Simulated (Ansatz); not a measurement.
Start from HgSe in the zinc blende structure (space group F-43m, No. 216).

```
HgSe
1.0
    0.00000     3.03148     3.03148
    3.03148     0.00000     3.03148
    3.03148     3.03148     0.00000
Hg Se
1 1
Cartesian
  0.00000   0.00000   0.00000
  1.51574   1.51574   1.51574
```

Cartesian axes are those of the cell as printed.

The values are results of LDA, PAW, 420 eV (Ansatz, a first-principles code; without spin-orbit coupling), not measurements.

Base values:

- Shortest interatomic distance: 2.625 Å

It is then changed as follows: compressive biaxial strain of 3.00 % in the plane normal to [001], as in epitaxy on a mismatched substrate; the out-of-plane cell vector and the atoms relax.

Question: Estimate the effect on the energy relative to the base.

Answer: The energy goes up by 6.5 meV/atom.

Question: What happens to the shortest interatomic distance?

Answer: The shortest interatomic distance decreases by 0.011 Å, from 2.625 Å to 2.614 Å.

The mesh was chosen for an insulator and is coarse for the gapless case. No phonon test of stability was made. The final runs are not spin-polarised.
